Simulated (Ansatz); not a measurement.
The reference is CdS in the wurtzite structure (space group P6_3mc, No. 186).

```
CELL_PARAMETERS angstrom
      4.07411     0.00000     0.00000
     -2.03706     3.52828     0.00000
      0.00000     0.00000     6.63675
ATOMIC_POSITIONS crystal
  Cd 0.33333 0.66667 0.00038
  Cd 0.66667 0.33333 0.50038
  S  0.33333 0.66667 0.37662
  S  0.66667 0.33333 0.87662
```

Cartesian axes are those of the cell as printed.

Level of theory: DFT with LDA, PAW potentials and a 420 eV plane-wave cutoff in Ansatz (a program for electronic structure), no spin-orbit coupling.

It is then changed as follows: uniaxial strain ε_zz = −1.80 %, all other strain components held at zero, atoms relaxed at fixed cell.

Question: Predict the stress tensor and what it implies for the stiffness.

Answer: Stress of the strained cell less that of the base (GPa, compression positive):
```
   0.96    0.00    0.00
   0.00    0.96    0.00
   0.00    0.00    1.92
```

Then −Δσ_ii/ε with ε = -0.0180 gives secant stiffness values (nonlinear terms included at this strain): C33 ≈ 107 GPa, C13 ≈ 53 GPa and C23 ≈ 53 GPa.

Whether these cells are dynamically stable was not tested.
